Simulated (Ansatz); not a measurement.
# Pd: response to strain

The parent structure is Pd in the fcc (Cu type) structure (space group Fm-3m, No. 225; a = 3.8777 Å; relaxed with 0.1 eV smearing). Axes: x, y, z lie along the cube axes.

Strains are applied to the cell and any free atomic positions relax.

All numbers come from plane-wave PAW DFT at the PBEsol level (Ansatz, an electronic-structure program, 420 eV), spin-orbit coupling left out.

Notes on the quantities. energy relative to the base: free energy F; pressure: mean of the normal stresses, compression positive.

| change | energy relative to the base | pressure | shortest interatomic distance |
|---|---|---|---|
| base | 0 meV/atom | 0.0 GPa | 2.742 Å |
| uniaxial strain ε_zz = −3.00 % | +11 meV/atom | 6.8 GPa | 2.701 Å |
| uniaxial strain ε_zz = −2.50 % | +7.4 meV/atom | 5.5 GPa | 2.708 Å |
| uniaxial strain ε_zz = −2.00 % | +4.7 meV/atom | 4.3 GPa | 2.715 Å |
| uniaxial strain ε_zz = −1.50 % | +2.6 meV/atom | 3.2 GPa | 2.721 Å |
| uniaxial strain ε_zz = +0.50 % | +0.3 meV/atom | -1.0 GPa | 2.742 Å |
| uniaxial strain ε_zz = +1.00 % | +1.1 meV/atom | -2.0 GPa | 2.742 Å |
| uniaxial strain ε_zz = +1.50 % | +2.5 meV/atom | -2.9 GPa | 2.742 Å |
| uniaxial strain ε_zz = +2.50 % | +6.7 meV/atom | -4.6 GPa | 2.742 Å |
| uniaxial strain ε_zz = +3.00 % | +9.5 meV/atom | -5.5 GPa | 2.742 Å |

Whether these cells are dynamically stable was not tested. All final runs are without spin polarisation. Pd lies near a magnetic instability that expansion can trigger; it was not tested.
